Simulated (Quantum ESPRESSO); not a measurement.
**Pressure against volume in fcc Pd (space group 225) (Quantum ESPRESSO, LDA)**

```
Pd
1.0
    0.00000     1.86935     1.86935
    1.86935     0.00000     1.86935
    1.86935     1.86935     0.00000
Pd
1
Cartesian
  0.00000   0.00000   0.00000
```

Computed with LDA (PZ), GBRV 1.5 ultrasoft (LDA) pseudopotentials (plane waves; Quantum ESPRESSO 7.5). Settings: ecutwfc = 52 Ry; ecutrho = 416 Ry; occupations = smearing; smearing = fermi-dirac; degauss = 0.0036749 Ry; potentials = {Pd: pd_lda_v1.4.uspp.F.UPF}; K_POINTS = automatic 26 26 26 0 0 0; conv_thr = 1e-10 Ry; mixing_beta = 0.4. The cell above is the first row's. The rows scale it uniformly. In all rows the k mesh is held.

| V (Å^3/atom) | P (GPa) |
|---|---|
| 13.065 | 24.21 |
| 13.349 | 17.02 |
| 13.633 | 10.68 |
| 13.917 | 5.11 |
| 14.201 | 0.20 |
| 14.485 | -4.13 |
| 14.769 | -7.92 |
| 15.053 | -11.26 |
| 15.337 | ? |

Taking a cubic for P over the 8 complete rows: With u = V - 14.1, the rows have u = -1.0350, -0.7510, -0.4670, -0.1830, 0.1010, 0.3850, 0.6690, 0.9530. Least squares gives P = 1.864 - 16.9553·u + 3.8816·u² - 0.5722·u³. Residuals (row less fit): 0.005, -0.009, -0.007, 0.010, 0.009, -0.009, -0.007, 0.004; standard error 0.011 (degrees of freedom: 4). The fitted pressure is zero at V0 = 14.21, where dP/dV = -16.10, so B0 = -V0·dP/dV = 229 GPa.

Problem. Estimate the missing P (V = 15.337); what did the run itself give?

Solution. u = 1.2370, so P = 1.864 - 16.9553 × 1.2370 + 3.8816 × 1.2370² - 0.5722 × 1.2370³ = -14.253 GPa. The calculation gives -14.17 GPa, 0.083 GPa above the prediction (0.2 % of the range of P in the table). The row lies outside the fitted rows, so this is an extrapolation. From the scatter of the fitted rows alone, a prediction at this place has a standard error of 0.029 GPa, so the miss is 2.8 times that.

Carrying the step between the two nearest rows on in a straight line would have given -14.60, off by 0.43; series whose last step already gives the withheld value aren't shown. The scan was laid around a cell of about the measured size, scaled by a guess for this functional. Spin polarisation is off. Cutoffs and mesh are single choices, not tested for convergence of this quantity. Series with a scatter that would blur these digits, or in which a gap closes, are not shown.
